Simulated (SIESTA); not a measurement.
**How a calculation on LaAlAu (Pnma, 12 atoms in the cell) responds to its settings**

```yaml
crystal:
  lattice:
    - [7.78029, 0.00000, 0.00000]
    - [0.00000, 4.69567, 0.00000]
    - [0.00000, 0.00000, 7.54780]
  atoms:
    - { symbol: La, position: [0.98414, 0.75000, 0.68556] }
    - { symbol: La, position: [0.01586, 0.25000, 0.31444] }
    - { symbol: La, position: [0.51586, 0.25000, 0.18556] }
    - { symbol: La, position: [0.48414, 0.75000, 0.81444] }
    - { symbol: Al, position: [0.82853, 0.75000, 0.08560] }
    - { symbol: Al, position: [0.17147, 0.25000, 0.91440] }
    - { symbol: Al, position: [0.67147, 0.25000, 0.58560] }
    - { symbol: Al, position: [0.32853, 0.75000, 0.41440] }
    - { symbol: Au, position: [0.68667, 0.75000, 0.40740] }
    - { symbol: Au, position: [0.31333, 0.25000, 0.59260] }
    - { symbol: Au, position: [0.81333, 0.25000, 0.90740] }
    - { symbol: Au, position: [0.18667, 0.75000, 0.09260] }
```

Base run A: GGA PBEsol, numerical atomic orbitals DZP, PseudoDojo PBEsol standard norm-conserving potentials (rewritten from UPF to PSML) in SIESTA, self-consistent single point.

Its settings: XC.functional = GGA; XC.authors = PBEsol; potentials = PseudoDojo PBEsol standard; PAO.BasisSize = DZP; PAO.EnergyShift = 0.01 Ry; MeshCutoff = 300 Ry; kgrid.MonkhorstPack = 3 5 3; OccupationFunction = MP; OccupationMPOrder = 1; ElectronicTemperature = 272 meV; MaxSCFIterations = 150; SCF.Mixer.Method = Broyden; SCF.Mixer.Weight = 0.2; SCF.Mixer.History = 8; SCF.DM.Tolerance = 1.0E-04.

The starting cell comes from a database of computed structures (which also holds hypothetical and non-ambient phases and stackings), without a prior relaxation at this level. Values carry the incompleteness of an atom-centred basis.

ΔF is the free energy per atom less that of run A. 

Runs:
- B: OccupationMPOrder: 1 → 0; ElectronicTemperature: 272 meV → 50 meV
- C: OccupationMPOrder: 1 → 0; ElectronicTemperature: 272 meV → 300 meV
- D: OccupationFunction: MP → FD; OccupationMPOrder: 1 → default; ElectronicTemperature: 272 meV → 50 meV
- E: OccupationFunction: MP → FD; OccupationMPOrder: 1 → default; ElectronicTemperature: 272 meV → 100 meV
- F: ElectronicTemperature: 272 meV → 100 meV
- G: ElectronicTemperature: 272 meV → 200 meV

```json
[
 {"run": "A", "ΔF (meV/atom)": "0.00", "pressure (GPa)": "-2.34", "largest force (eV/Å)": "0.049", "TS (meV/atom)": "1.4"},
 {"run": "B", "ΔF (meV/atom)": "0.41", "pressure (GPa)": "-2.29", "largest force (eV/Å)": "0.065", "TS (meV/atom)": "1.2"},
 {"run": "C", "ΔF (meV/atom)": "-15.2", "pressure (GPa)": "-2.25", "largest force (eV/Å)": "0.042", "TS (meV/atom)": "29.7"},
 {"run": "D", "ΔF (meV/atom)": "-2.4", "pressure (GPa)": "-2.31", "largest force (eV/Å)": "0.052", "TS (meV/atom)": "6.2"},
 {"run": "E", "ΔF (meV/atom)": "-11.1", "pressure (GPa)": "-2.28", "largest force (eV/Å)": "0.042", "TS (meV/atom)": "22.1"},
 {"run": "F", "ΔF (meV/atom)": "0.79", "pressure (GPa)": "-2.29", "largest force (eV/Å)": "0.067", "TS (meV/atom)": "0.5"},
 {"run": "G", "ΔF (meV/atom)": "0.35", "pressure (GPa)": "-2.34", "largest force (eV/Å)": "0.057", "TS (meV/atom)": "0.9"}
]
```

Run B against A: The free energy is nearly the same (within 1 meV/atom), the pressure moves little (-2.34 to -2.29 GPa) and the largest force goes from 0.049 to 0.065 eV/Å.

Run E against A: The free energy falls by 11.1 meV/atom, the pressure hardly changes (-2.34 to -2.28 GPa) and the largest force goes from 0.049 to 0.042 eV/Å.
